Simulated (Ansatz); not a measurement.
Structures of equal composition on the (110) surface of bcc Ta: a layer of V in place of the second plane; a layer of V in place of the third plane. The slabs share one bottom face, and each structure is named by its start. These are constructed structures in small cells; real faces may alloy, dewet or reconstruct in larger ones, and not all known structures of the face are among them. Slabs of about 11 Å with all that they carry, Fermi-Dirac smearing of 0.1 eV. Bottom of the slabs: a bare face, its two planes held. Relaxed from the named starts with such symmetry as they have, on meshes of like density; energies extrapolated to zero smearing; no spin-orbit coupling, no U. Spin-polarised runs, if any, are marked in brackets, and their order is one that fits the cell; the others ran without spin.

Calculation: PBE (plane waves to 420 eV, PAW; Ansatz, a program for electronic structure).

Problem. Put the candidates in order of energy per 1x1 cell, lowest first, for PBE.

Solution. a layer of V in place of the second plane (0.000 eV [spin start, no net moment]), a layer of V in place of the third plane (0.026 eV [spin start, no net moment])
